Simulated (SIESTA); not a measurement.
# What a tighter setting buys: MeshCutoff, Mg2ScMn3S8 (R-3m, 14 atoms in the cell)

Cell: a = 7.2697 Å, b = 7.2697 Å, c = 7.2697 Å, α = 60.04°, β = 60.04°, γ = 60.04°.

Computed with SIESTA with GGA PBEsol, numerical atomic orbitals DZP, PseudoDojo PBEsol standard norm-conserving potentials (rewritten from UPF to PSML).

Base settings: XC.functional = GGA; XC.authors = PBEsol; potentials = PseudoDojo PBEsol standard; PAO.BasisSize = DZP; PAO.EnergyShift = 0.005 Ry; MeshCutoff = 400 Ry; kgrid.MonkhorstPack = 5 5 5 shifted by 0.5 0.5 0.5; OccupationFunction = FD; ElectronicTemperature = 100 meV; Spin = polarized.

Misses are taken against the tightest run, 400 Ry (406 Ry used), which need not be fully converged itself. The energy is the free energy per atom.

Core times come from one kind of shared machine and are given to one figure; runs under 30 s give none.

The starting cell comes from a database of computed structures (which also holds hypothetical and non-ambient phases and stackings), without a prior relaxation at this level. Its lattice was rescaled by a random factor within 2.5 % of one. The magnetic order is the one reached from the typed start; others were not searched systematically. Values carry the incompleteness of an atom-centred basis.

The runs (MeshCutoff): 75 Ry (80 Ry used) | 100 Ry (102 Ry used) | 150 Ry (181 Ry used) | 200 Ry (229 Ry used) | 250 Ry (282 Ry used) | 300 Ry (321 Ry used) | 400 Ry (406 Ry used).

Question: Which is the coarsest setting among those run that, with all tighter ones, holds the energy within 20 meV/atom of the reference, and what does it save?

Answer: 150 Ry (181 Ry used), off by 18 meV/atom; its saving against the reference is no more than about a factor of 2 in time.

Question: Which is the coarsest setting among those run that, with all tighter ones, holds the energy within 5 meV/atom of the reference, and what does it save?

Answer: 250 Ry (282 Ry used), off by 3.2 meV/atom; its saving against the reference is no more than about a factor of 2 in time.

```csv
MeshCutoff,energy less reference (meV/atom),pressure less reference (GPa),largest difference in the force on any atom (eV/Å),core time / reference (rough)
75 Ry (80 Ry used),-184.07,2.83,0.106,0.6
100 Ry (102 Ry used),-85.35,1.28,0.043,0.4
150 Ry (181 Ry used),-17.65,0.29,0.028,0.6
200 Ry (229 Ry used),-7.49,0.14,0.013,0.6
250 Ry (282 Ry used),-3.20,0.05,0.012,0.6
300 Ry (321 Ry used),-1.94,0.04,0.005,0.6
400 Ry (406 Ry used),0.00,0.00,0.000,1
```
